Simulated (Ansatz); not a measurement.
Consider a periodic stack without vacuum, silicon (0 0 1) on cubic CsPbBr3 (0 0 1) (film strained to the substrate, started from cuts of the bulks and a machine-learned relaxation; slabs Cs6Br14Pb4 and Si60, which can lie off the formulas): substrate slab Cs6Br14Pb4, film Si60, surface cells [[-1, 1], [-1, -1]] and [[-3, -1], [-1, -2]], film strained by -1.9 and -1.9 %, outermost planes BrCs/BrCs and Si/Si as cut, which need not be the usual terminations and can put a slab off its formula. Its start:

```
CELL_PARAMETERS angstrom
      8.48528     0.00000    -0.00347
      0.00000     8.48528    -0.01532
      3.87606    -3.94626    32.60934
ATOMIC_POSITIONS crystal
  Cs 0.49288 0.49306 0.05589
  Cs 0.94731 0.98309 0.05414
  Br 0.54358 0.88082 0.02876
  Br 0.91711 0.56016 0.02479
  Cs 0.39794 0.60622 0.22685
  Cs 0.90335 0.08924 0.22397
  Pb 0.43452 0.04238 0.12897
  Pb 0.94143 0.53859 0.13142
  Br 0.18801 0.27116 0.10678
  Br 0.68272 0.80190 0.14768
  Br 0.69984 0.27934 0.11941
  Br 0.19730 0.77919 0.11711
  Br 0.37875 0.18139 0.21841
  Br 0.89953 0.50937 0.22251
  Cs 0.30904 0.69205 0.39368
  Cs 0.83632 0.13920 0.39019
  Pb 0.36253 0.14910 0.31263
  Pb 0.85185 0.63189 0.31540
  Br 0.10191 0.40350 0.32694
  Br 0.60812 0.88353 0.31221
  Br 0.60028 0.40797 0.34587
  Br 0.10545 0.87688 0.29491
  Br 0.25912 0.10587 0.39548
  Br 0.88710 0.74298 0.42551
  Si 0.46609 0.50628 0.53392
  Si 0.07313 0.71112 0.53371
  Si 0.27510 0.12036 0.53424
  Si 0.86891 0.31469 0.53590
  Si 0.66896 0.91779 0.53392
  Si 0.24778 0.51649 0.49577
  Si 0.90447 0.82854 0.49466
  Si 0.11801 0.26605 0.49761
  Si 0.65533 0.32442 0.49686
  Si 0.52640 0.07144 0.49540
  Si 0.53296 0.25298 0.62082
  Si 0.12800 0.45576 0.62059
  Si 0.33345 0.85222 0.61898
  Si 0.93728 0.05094 0.61949
  Si 0.72670 0.65627 0.61950
  Si 0.34956 0.33506 0.57944
  Si 0.94623 0.53797 0.57770
  Si 0.15700 0.93349 0.57544
  Si 0.75405 0.13201 0.57811
  Si 0.54930 0.73114 0.57499
  Si 0.39295 0.59458 0.70506
  Si 0.99295 0.79452 0.70509
  Si 0.19315 0.19357 0.70499
  Si 0.79269 0.39408 0.70530
  Si 0.59367 0.99345 0.70517
  Si 0.21234 0.67539 0.66241
  Si 0.81280 0.87388 0.66223
  Si 0.01170 0.27302 0.66259
  Si 0.61297 0.47492 0.66261
  Si 0.41262 0.07181 0.66247
  Si 0.45377 0.33714 0.79037
  Si 0.05445 0.53557 0.79057
  Si 0.25466 0.93414 0.79018
  Si 0.85470 0.13573 0.79023
  Si 0.65547 0.73366 0.79053
  Si 0.27336 0.41490 0.74755
  Si 0.87445 0.61448 0.74765
  Si 0.07408 0.01470 0.74767
  Si 0.67303 0.21475 0.74782
  Si 0.47474 0.81394 0.74783
  Si 0.31947 0.67872 0.87758
  Si 0.92077 0.87281 0.87535
  Si 0.11182 0.27913 0.87482
  Si 0.71186 0.47786 0.87782
  Si 0.51698 0.07548 0.87357
  Si 0.14032 0.75346 0.83328
  Si 0.73850 0.95357 0.83241
  Si 0.92943 0.35854 0.83316
  Si 0.53516 0.55611 0.83386
  Si 0.33322 0.15656 0.83207
  Si 0.33867 0.33817 0.95699
  Si 0.99466 0.64272 0.95933
  Si 0.21073 0.08651 0.95638
  Si 0.74927 0.14859 0.95553
  Si 0.61699 0.89745 0.95763
  Si 0.19755 0.49395 0.91839
  Si 0.79506 0.70141 0.92017
  Si 0.99745 0.09652 0.91714
  Si 0.59153 0.29124 0.91857
  Si 0.39921 0.90518 0.91901
```

The start was prepared with a machine-learned potential, and the result is one local minimum, with the in-plane cell held and forces under 0.04 eV/Å; the film can end far from its bulk form.

Calculation: PBE (plane waves to 420 eV, PAW; Ansatz, a quantum-chemistry and plane-wave program). Scalar-relativistic, without spin–orbit coupling; the runs are not spin-polarised. Its k-point mesh 3×3×1, Fermi–Dirac width 0.05 eV.

**Question.** Predict the relaxed interface.

**Answer.** The interface area is 72.0 Å², the period is 31.86 Å and the heights between the nearest atoms of the two slabs at the two interfaces is 2.16 and 1.89 Å. The Cs–Si contacts across the interfaces within 1.22 times the sum of covalent radii comes out as 11, mean 3.87 Å and the Br–Si contacts across the interfaces within 1.22 times the sum of covalent radii is 3, mean 2.60 Å.
